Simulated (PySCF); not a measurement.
PySCF 2.14.0, CCSD (frozen core)/def2-svp: Ga(Vi)(OH)(OMe) (C=[CH][Ga]([OH])[O]C), 13 atoms. The geometry is a generated start, not checked to be a minimum at this level.

```
Property                                              Result
-------------------------------  ---------------------------
task                                                    ccsd
basis                                               def2-svp
two-electron scheme              exact four-centre integrals
frozen core                                             true
mf.init_guess                                minao (default)
mf.DIIS                                      CDIIS (default)
mf.diis_space                                    8 (default)
mf.conv_tol                                  1e-09 (default)
basis functions (reference run)                          137
```

On 4 threads, 1 BLAS thread. Build: conda-forge: OpenMP (GNU), OpenBLAS with its own threads, libcint, Libxc. One run each, on a shared machine, so no times are given.

Values of mol.max_memory tried: 8000 MB, 4000 MB, 2000 MB, 1000 MB, 500 MB, 300 MB, 200 MB.

### Question
What happens as the memory setting falls?

### Answer
It runs down to 200 MB, the lowest tried, with the same result. At 8000 MB: SCF integrals in memory, transformation in memory. From 2000 MB down: SCF integrals in memory, transformation through a file. From 300 MB down: direct SCF, transformation through a file.

| mol.max_memory | path | peak memory |
|---|---|---|
| 8000 MB | SCF integrals in memory, transformation in memory | 1.6 GiB |
| 4000 MB | SCF integrals in memory, transformation in memory | 1.6 GiB |
| 2000 MB | SCF integrals in memory, transformation through a file | 1.9 GiB |
| 1000 MB | SCF integrals in memory, transformation through a file | 1.9 GiB |
| 500 MB | SCF integrals in memory, transformation through a file | 1.9 GiB |
| 300 MB | direct SCF, transformation through a file | 1.6 GiB |
| 200 MB | direct SCF, transformation through a file | 1.6 GiB |

Peak memory is the kernel's count for the largest process, libraries included and scratch files not. The peak passes the setting at 2000 MB, 1000 MB, 500 MB, 300 MB, 200 MB: it is no hard cap.
